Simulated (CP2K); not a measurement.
Band structure of CaS (Fm-3m, 2 atoms in the cell).

```yaml
crystal:
  lattice:
    - [4.09801, 0.00000, 0.00000]
    - [2.04900, 3.54898, 0.00000]
    - [2.04900, 1.18299, 3.34601]
  atoms:
    - { symbol: Ca, position: [0.00000, 0.00000, 0.00000] }
    - { symbol: S, position: [0.50000, 0.50000, 0.50000] }
```

Method: PBE, GPW, DZVP-MOLOPT-PBE-GTH basis, GTH-PBE potentials (POTENTIAL_UZH) (CP2K).

Settings: CUTOFF = 500 Ry; REL_CUTOFF = 60 Ry; KPOINTS/SCHEME = MONKHORST-PACK 7 7 7; XC_FUNCTIONAL = PBE; Ca/BASIS_SET = DZVP-MOLOPT-PBE-GTH-q10; Ca/POTENTIAL = GTH-PBE-q10; S/BASIS_SET = DZVP-MOLOPT-PBE-GTH-q6; S/POTENTIAL = GTH-PBE-q6; METHOD = GPW; EPS_DEFAULT = 1e-10; EXTRAPOLATION = USE_GUESS; NGRIDS = 5; SCF_GUESS = ATOMIC; EPS_SCF = 1e-06.

The starting cell comes from a database of computed structures (which also holds hypothetical and non-ambient phases and stackings), without a prior relaxation at this level. Its lattice was rescaled by a random factor within 2.5 % of one. Values carry the incompleteness of an atom-centred basis.

### Question
Predict the gap along the standard path and the places of the band edges.

### Answer
The gap along the path is 2.65 eV, from Γ to X; the smallest direct gap on it is 3.45 eV.

Levels in eV from the top of the valence band on the SCF mesh, bands 5 to 9:
```
point       5      6      7      8     9
-----  ------  -----  -----  -----  ----
Γ      -11.15   0.00   0.00   0.00  3.80
X      -10.58  -2.23  -0.79  -0.79  2.65
W      -10.49  -1.74  -1.74  -1.46  4.97
K      -10.50  -1.99  -1.79  -0.97  3.91
L      -10.44  -2.95  -1.07  -1.07  5.37
U      -10.50  -1.99  -1.79  -0.97  3.91
```

Higher empty bands are left out: an atom-centred basis made for the valence describes them poorly.
